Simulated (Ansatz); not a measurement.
The starting structures come from a database of crystals and need not be the phases stable at ambient conditions.

 Where the default PAW files enter, the runs use the earlier of Ansatz's two default sets.

**Evanescent states of SiOs (P2_13, not sure to be the ambient phase, 8 atoms a cell, 13.5 Å³ an atom) along the normal of (110)**

These are r2SCAN (plane waves, PAW; Ansatz, an electronic-structure program) values and carry that method's errors.

The gap is the functional's own. No spin-orbit coupling. Mid-gap values are interpolated on the energy grid.

Energies count from the valence-band top; κ is the least over a 6×6 mesh across the current.

```json
[
 {"E (eV)": "0.03", "κ (1/Å)": "0.077", "where": "off Γ"},
 {"E (eV)": "0.07", "κ (1/Å)": "0.116", "where": "off Γ"},
 {"E (eV)": "0.12", "κ (1/Å)": "0.140", "where": "off Γ"},
 {"E (eV)": "0.17", "κ (1/Å)": "0.157", "where": "off Γ"},
 {"E (eV)": "0.23", "κ (1/Å)": "0.170", "where": "off Γ"},
 {"E (eV)": "0.28", "κ (1/Å)": "0.181", "where": "off Γ"},
 {"E (eV)": "0.33", "κ (1/Å)": "0.189", "where": "off Γ"},
 {"E (eV)": "0.38", "κ (1/Å)": "0.178", "where": "off Γ"},
 {"E (eV)": "0.42", "κ (1/Å)": "0.164", "where": "off Γ"},
 {"E (eV)": "0.47", "κ (1/Å)": "0.147", "where": "off Γ"},
 {"E (eV)": "0.53", "κ (1/Å)": "0.126", "where": "off Γ"},
 {"E (eV)": "0.57", "κ (1/Å)": "0.097", "where": "off Γ"}
]
```

Q: How thick must the barrier be to attenuate the transmission by 10^4 when the electrodes' Fermi level lies at 0.28 eV, and what attenuation does that film give at 0.47 eV?

A: d = 4 ln 10 / (2 × 0.181) = 25.4 Å. At 0.47 eV it gives 4 × 0.147/0.181 = 3.2 decades.
